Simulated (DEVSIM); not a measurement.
Structure: abrupt CdTe n-p junction, at 450 K.

Layer 1 from the left is CdTe, thickness (μm) 58.0, Nd (cm⁻³) 1.2e17, τn (s) 6.4e-9, τp (s) 6.4e-9. Layer 2 from the left is CdTe, thickness (μm) 0.610, Na (cm⁻³) 1.7e17, τn (s) 6.4e-9, τp (s) 6.4e-9.

Left contact: ohmic. Right contact: ohmic. Voltage is applied to the left contact. Recombination: SRH at mid-gap. Mobility is constant in doping.

This is a model device: material constants are rounded textbook-type values typed into the input, and sizes, dopings and lifetimes were drawn at random. Values at 300 K; Nc and Nv go as T^1.5, mobilities as T to minus their exponent, the gap by Varshni's rule with the affinity fixed.

CdTe: gap (eV) 1.5, affinity (eV) 4.28, permittivity 10.2, Nc (cm⁻³) 8e17, Nv (cm⁻³) 1.8e19, μn (cm²/Vs) 1000, μp (cm²/Vs) 80, T exponent of μn 1.7, T exponent of μp 1.5, Varshni α (eV/K) 0.00031, Varshni β (K) 108.

Question: Estimate by hand the built-in potential, the peak field at zero bias, the capacitance at 2 V, and compare with a numerical solution.

Answer: 
- Built-in potential: ni = √(Nc Nv) exp(−Eg/2kT) = 4.91e10 cm⁻³ with Eg = 1.456 eV; Vbi = kT/q ln(Na Nd/ni²) = 1.154 V; numerical 1.154 V.
- Peak field at zero bias: depletion approximation: W = √(2εVbi/(qN)) = 0.136 μm with N = 7.03e16 cm⁻³; field = 2Vbi/W = 170000 V/cm; numerical 164000 V/cm (estimate above by 3.5 %).
- Capacitance at 2 V: C = √(qεN / 2(Vbi + |V|)) = 40.2 nF/cm²; numerical 40.7 nF/cm² (estimate below by 1.3 %).

Model (solved in DEVSIM): 1D drift-diffusion, Boltzmann statistics, complete ionisation; no tunnelling, impact ionisation, image-force lowering or self-heating.
